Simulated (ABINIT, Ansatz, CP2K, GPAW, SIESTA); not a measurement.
# Code comparison for AlN (F-43m, 2 atoms in the cell)

Band-structure calculation.

```
AlN
1.0
    0.00000     2.18399     2.18399
    2.18399     0.00000     2.18399
    2.18399     2.18399     0.00000
Al N
1 1
Direct
  0.00000   0.00000   0.00000
  0.75000   0.75000   0.75000
```

Shared settings, as Ansatz (an electronic-structure program) writes them: kpoints.mp_grid.grid = 7 7 7; scf.occupations.method = fixed. Potentials and cutoffs stand in the table.

```
code                                                                                                                       model  gap along the path (eV)  smallest direct gap (eV)       cutoff
------  ------------------------------------------------------------------------------------------------------------------------  -----------------------  ------------------------  -----------
SIESTA  LDA PW92, numerical atomic orbitals DZP, PseudoDojo LDA standard norm-conserving potentials (rewritten from UPF to PSML)                     3.26                      4.50  grid 350 Ry
Ansatz                                                                                       LDA (PW92), PAW files made with PBE                     3.24                      4.23       420 eV
CP2K                                        LDA (Pade form), GPW, DZVP-MOLOPT-SR-GTH basis, GTH-PADE potentials (GTH_POTENTIALS)                     3.24                      4.38  grid 400 Ry
ABINIT                                           LDA (PW92), norm-conserving pseudopotentials (PseudoDojo nc-sr-04 LDA standard)                     3.26                      4.24      1143 eV
GPAW                                                               LDA (Perdew-Wang 92), GPAW PAW datasets LDA (gpaw-data 1.0.1)                     3.24                      4.27       950 eV
```

The spread over the programs that give each value: gap along the path within 0.02 eV; smallest direct gap within 0.27 eV.

SIESTA and CP2K use small atom-centred bases, whose incompleteness enters pressures, forces and empty levels differently from a plane-wave cutoff.

The starting cell comes from a database of computed structures (which also holds hypothetical and non-ambient phases and stackings), without a prior relaxation at this level.

Left out of this page: Quantum ESPRESSO, Elk and FLEUR (not drawn, or without a comparable value).

Keys are those of Ansatz 0.2.
